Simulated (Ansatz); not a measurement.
Take MgI2 in the CdI2 type structure (space group P-3m1, No. 164; layered, stacked along the Cartesian z axis) as the base.

```
MgI2
1.0
    4.12435     0.00000     0.00000
   -2.06218     3.57179     0.00000
    0.00000     0.00000     6.83112
Mg I
1 2
Direct
  0.00000   0.00000   0.00000
  0.33333   0.66667   0.24552
  0.66667   0.33333   0.75448
```

Method: PBE-D3(BJ) (Ansatz, a quantum-chemistry and plane-wave program, PAW, no spin-orbit coupling).

Strains are applied to the cell and any free atomic positions relax.

One change was made to it. Results:

```tsv
quantity	base	after
valence-band top at Γ (three highest levels, from the VBM)	0.00, -0.04, -0.04 eV	0.00, -0.15, -0.15 eV
smallest direct gap	3.76 eV	3.52 eV
largest internal atomic displacement	–	0.080 Å
band gap	3.52 eV	3.50 eV
```

What was done to the base?
A) isotropic strain −3.00 %
B) isotropic strain +3.00 %
C) isotropic strain +1.50 %
D) isotropic strain +1.00 %

B, isotropic strain +3.00 %. For comparison, the valence-band top at Γ in the other runs: isotropic strain −3.00 % gives 0.00, 0.00, -0.05 eV; isotropic strain +1.00 % gives 0.00, -0.08, -0.08 eV; isotropic strain +1.50 % gives 0.00, -0.09, -0.09 eV.

Spin-orbit coupling, missing from the scalar runs, can matter with I. Stability against distortions was not tested.
